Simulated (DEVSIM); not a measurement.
Structure: TaN/Al2O3/SiO2/p-Si capacitor, at 300 K.

| layer (left to right) | material | thickness (nm) | Na (cm⁻³) |
|---|---|---|---|
| 1 | Al2O3 | 26.0 | - |
| 2 | SiO2 | 0.580 | - |
| 3 | Si | 800 | 5.2e17 |

Metal gate on the left, work function 4.4 eV. Fixed charge at the semiconductor interface 0 cm⁻² (in units of +e); interface traps 1e10 cm⁻² eV⁻¹, uniform in energy, neutral level at 0.5 of the gap above the valence band.

Constants are typed, rounded textbook-type inputs, not results; the design itself was drawn at random and stands for no fabricated device. Values at 300 K.

| parameter | Al2O3 | SiO2 | Si |
|---|---|---|---|
| gap (eV) | 6.8 | 9 | 1.124 |
| affinity (eV) | 1.35 | 0.9 | 4.05 |
| permittivity | 9 | 3.9 | 11.7 |
| Nc (cm⁻³) | - | - | 2.86e19 |
| Nv (cm⁻³) | - | - | 3.1e19 |

Simulated with DEVSIM: 1D Poisson equation in equilibrium, Boltzmann statistics, complete ionisation; no quantum confinement or tunnelling. Metal contacts follow the ideal Schottky-Mott rule: no Fermi-level pinning, no interface dipoles.

Question: Tabulate band edges, carrier densities and field at 0.6 V on the gate.

Answer: Energies count from the Fermi level of the right contact; mesh points crowd at the junctions.

```
x (μm)    Ec (eV)  Ev (eV)  n (cm⁻³)  p (cm⁻³)  field (V/cm)
--------  -------  -------  --------  --------  ------------
0.000       2.450   -4.350     < 1e2     < 1e2        320000
0.001318    2.492   -4.308     < 1e2     < 1e2        320000
0.003997    2.577   -4.223     < 1e2     < 1e2        320000
0.009439    2.750   -4.050     < 1e2     < 1e2        320000
0.01980     3.080   -3.720     < 1e2     < 1e2        320000
0.02360     3.201   -3.599     < 1e2     < 1e2        320000
0.02547     3.260   -3.539     < 1e2     < 1e2        320000
0.02635     3.753   -5.247     < 1e2     < 1e2        730000
0.02728     0.637   -0.487     5.7e8    2.0e11        240000
0.02962     0.691   -0.433     7.2e7    1.6e12        220000
0.03456     0.790   -0.334   1600000    7.5e13        180000
0.05150     0.982   -0.142       900    1.3e17         52000
0.08216     1.018   -0.106       230    5.2e17           360
0.1489      1.018   -0.106       220    5.2e17           ≈ 0
0.3775      1.018   -0.106       220    5.2e17           ≈ 0
0.6167      1.018   -0.106       220    5.2e17           ≈ 0
0.7307      1.018   -0.106       220    5.2e17           ≈ 0
0.7832      1.018   -0.106       220    5.2e17           ≈ 0
0.8121      1.018   -0.106       220    5.2e17           ≈ 0
0.8206      1.018   -0.106       220    5.2e17           ≈ 0
0.8244      1.018   -0.106       220    5.2e17           ≈ 0
0.8266      1.018   -0.106       220    5.2e17           ≈ 0
```
